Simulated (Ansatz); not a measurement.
# TiAl, response to strain

Base system: TiAl (space group P4/mmm, No. 123; a = 2.7973 Å, c = 4.0323 Å). Axes: x, y, z lie along a, b, c of the conventional cell.

Strains are applied to the cell and any free atomic positions relax; under biaxial strain the out-of-plane vector relaxes too; under stress the whole cell relaxes.

Calculations: plane-wave PAW DFT at the PBEsol level (Ansatz, a quantum-chemistry and plane-wave program, 420 eV), no SOC.

Notes on the quantities. pressure: mean of the normal stresses, compression positive.

```json
[
 {"case": "base", "pressure": "0.0 GPa", "volume per atom": "15.78 Å³", "space group": "P4/mmm (No. 123)"},
 {"case": "biaxial strain −2.76 %, plane normal [001], relaxed out of plane", "pressure": "3.5 GPa", "volume per atom": "15.35 Å³", "space group": "P4/mmm (No. 123)"},
 {"case": "biaxial strain −2.15 %, plane normal [001], relaxed out of plane", "pressure": "2.7 GPa", "volume per atom": "15.44 Å³", "space group": "P4/mmm (No. 123)"},
 {"case": "biaxial strain −1.06 %, plane normal [001], relaxed out of plane", "pressure": "1.3 GPa", "volume per atom": "15.61 Å³", "space group": "P4/mmm (No. 123)"},
 {"case": "isotropic strain +2.64 %", "pressure": "…", "volume per atom": "17.06 Å³", "space group": "P4/mmm (No. 123)"},
 {"case": "uniaxial strain ε_yy = +4.86 %", "pressure": "-5.1 GPa", "volume per atom": "16.54 Å³", "space group": "Pmmm (No. 47)"},
 {"case": "uniaxial strain ε_zz = −0.91 %", "pressure": "1.1 GPa", "volume per atom": "15.63 Å³", "space group": "P4/mmm (No. 123)"},
 {"case": "uniaxial strain ε_zz = +1.16 %", "pressure": "-1.3 GPa", "volume per atom": "15.96 Å³", "space group": "P4/mmm (No. 123)"},
 {"case": "uniaxial stress, 3 GPa compression along z", "pressure": "–", "volume per atom": "15.64 Å³", "space group": "P4/mmm (No. 123)"},
 {"case": "tensor shear ε_yz = −3.55 %", "pressure": "0.7 GPa", "volume per atom": "15.76 Å³", "space group": "P2/m (No. 10)"}
]
```

Question: What belongs in the blanks?

Answer: 
- isotropic strain +2.64 %, pressure: -8.1 GPa

Without a gap, meshes like the base's 17×17×12 leave anisotropic stresses uncertain by several tenths of a GPa, and small strain energies with them. Stability under load was not tested beyond the relaxation. All final runs are without spin polarisation.
